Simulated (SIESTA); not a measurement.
A self-consistent single point of CaZrN2 (R-3m, 4 atoms in the cell) with SIESTA.

Method: GGA PBEsol+U, numerical atomic orbitals DZP, PseudoDojo PBEsol standard norm-conserving potentials (rewritten from UPF to PSML) run with SIESTA.

```
CaZrN2
1.0
    1.66753     0.96275     5.64201
   -1.66753     0.96275     5.64201
    0.00000    -1.92550     5.64201
Ca Zr N
1 1 2
Direct
  0.00000   0.00000   0.00000
  0.50000   0.50000   0.50000
  0.23812   0.23812   0.23812
  0.76188   0.76188   0.76188
```

Reference input (self-consistent single point, DFT, GGA PBEsol, numerical atomic orbitals DZP, PseudoDojo PBEsol standard norm-conserving potentials (rewritten from UPF to PSML)): XC.functional = GGA; XC.authors = PBEsol; potentials = PseudoDojo PBEsol standard; PAO.BasisSize = DZP; PAO.EnergyShift = 0.01 Ry; MeshCutoff = 300 Ry; kgrid.MonkhorstPack = 8 8 8; OccupationFunction = FD; ElectronicTemperature = 50 meV; MaxSCFIterations = 150; SCF.Mixer.Method = Pulay; SCF.Mixer.Weight = 0.25. This run's input differs from it in these lines:

```diff
@@ -37,2 +37,11 @@
 ElectronicTemperature        50.0 meV
+DFTU.ProjectorGenerationMethod 2
+DFTU.CutoffNorm              0.9
+DFTU.FirstIteration          true
+%block DFTU.proj
+  Zr 1
+  n=4 2
+  6.00 0.00
+  0.00 0.00
+%endblock DFTU.proj
```

Output, abridged:

```
        iscf     Eharris(eV)        E_KS(eV)     FreeEng(eV)     dDmax    Ef(eV) dHmax(eV)
   scf:    1    -2940.634220    -2977.084187    -2977.084187  1.705206 -5.862463 10.935185
   scf:    2    -2993.079664    -2987.881668    -2987.881668  0.255694 -5.353601  2.883013
   scf:    3    -2988.586185    -2988.475611    -2988.475611  0.105168 -5.104062  1.073145
   scf:    4    -2988.430640    -2988.430132    -2988.430132  0.064333 -4.963191  0.592950
   scf:    5    -2988.473803    -2988.463532    -2988.463532  0.011015 -5.074328  0.261233
   scf:    6    -2988.478442    -2988.482390    -2988.482390  0.011985 -4.941999  0.184624
   [... lines left out ...]
hubbard_term: recalculating local occupations   21
hubbard_term: maximum change in local occup.    0.000439
   scf:   27    -2988.130271    -2988.130271    -2988.130271  0.000095 -5.175450  0.000534
hubbard_term: recalculating local occupations   22
hubbard_term: maximum change in local occup.    0.000453
   scf:   28    -2988.130160    -2988.130160    -2988.130160  0.000016 -5.175292  0.000155
hubbard_term: recalculating local occupations   23
hubbard_term: maximum change in local occup.    0.000458
   scf:   29    -2988.130121    -2988.130121    -2988.130121  0.000006 -5.175233  0.000017
SCF Convergence by DM+H criterion
max |DM_out - DM_in|         :     0.0000060673
max |H_out - H_in|      (eV) :     0.0000173688
DFT+U population converged by dTol_pop criteria:
max |pop(DFT+U)_i - pop(DFT+U)_j|:     0.0004583692
SCF cycle converged after 29 iterations

Using DM_out to compute the final energy and forces
hubbard_term: recalculating local occupations   24
hubbard_term: maximum change in local occup.    0.000458
hubbard_term: recalculating Hamiltonian and forces

siesta: E_KS(eV) =            -2988.1336

siesta: E_KS - E_eggbox =     -2988.1336

siesta: Atomic forces (eV/Ang):
     1    0.000000    0.000000    0.000000
     2   -0.000000    0.000000   -0.000000
     3   -0.000000    0.000001    0.565559
     4    0.000000   -0.000001   -0.565559
   Tot   -0.000000    0.000000    0.000000
   Max    0.565559
   [... lines left out ...]
siesta: FreeEng =     -2988.133622
   [... lines left out ...]
siesta:    -0.049194   -0.000000    0.000000
siesta:    -0.000000   -0.049195   -0.000000
siesta:     0.000000   -0.000000   -0.034329

siesta: Cell volume =         54.346561 Ang**3

siesta: Pressure (static):
siesta:                Solid            Molecule  Units
siesta:           0.00048183          0.00081676  Ry/Bohr**3
siesta:           0.04423944          0.07499139  eV/Ang**3
siesta:          70.87939699        120.14945363  kBar
```

The run converged in 29 iterations. Against the reference run the pressure goes from -1.72 to 7.09 GPa, the largest force goes from 0.006 to 0.566 eV/Å and the gap on the mesh goes from 0.994 to 2.048 eV.

The starting cell comes from a database of computed structures (which also holds hypothetical and non-ambient phases and stackings), without a prior relaxation at this level. Its lattice was rescaled by a random factor within 2.5 % of one. Spin polarisation is off. The U value is a test value, and with U on an open shell several self-consistent states can exist. Values carry the incompleteness of an atom-centred basis. The basis of the alkali or alkaline-earth atoms may lack their empty d shell, which can raise the gap. With a pressure of about 7 GPa the cell is away from its equilibrium volume at this level.

Cost on one core of a shared machine: roughly 2 min.
